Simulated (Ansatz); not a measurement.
Results of LDA in Ansatz (plane waves, PAW) for Ti₂GaC (P6₃/mmc, No. 194, 8 atoms in the cell; start mp-12537).

Numerical settings: plane-wave cutoff 520 eV, 24×24×4 k mesh (along the axes of the cell as run), Fermi–Dirac smearing 0.05 eV, no spin polarisation, scalar-relativistic PAW data made under PBE.

Cell (relaxed at this level):

```xyz
8
Lattice="3.0201 0.0000 0.0000 -1.5101 2.6155 0.0000 0.0000 0.0000 13.1449" Properties=species:S:1:pos:R:3 pbc="T T T"
Ti     0.0000     1.7437     1.1282
Ti     1.5101     0.8718    12.0167
Ti     1.5101     0.8718     7.7006
Ti     0.0000     1.7437     5.4443
Ga     0.0000     1.7437     9.8587
Ga     1.5101     0.8718     3.2862
C      0.0000     0.0000     6.5724
C      0.0000     0.0000     0.0000
```

Question: Predict the bulk modulus B0.

Answer: 
bulk modulus B0: 161 GPa

Note: the run has no spin polarisation, so it can have missed a magnetic state; the bulk modulus is −V dP/dV from two relaxed cells at ±2 % in volume; the relaxation could not lower the start's symmetry, so the cell can be a saddle point above a distorted one.

A start named mp-… is a Materials Project structure, which need not be a measured phase.

Ansatz is a first-principles code.
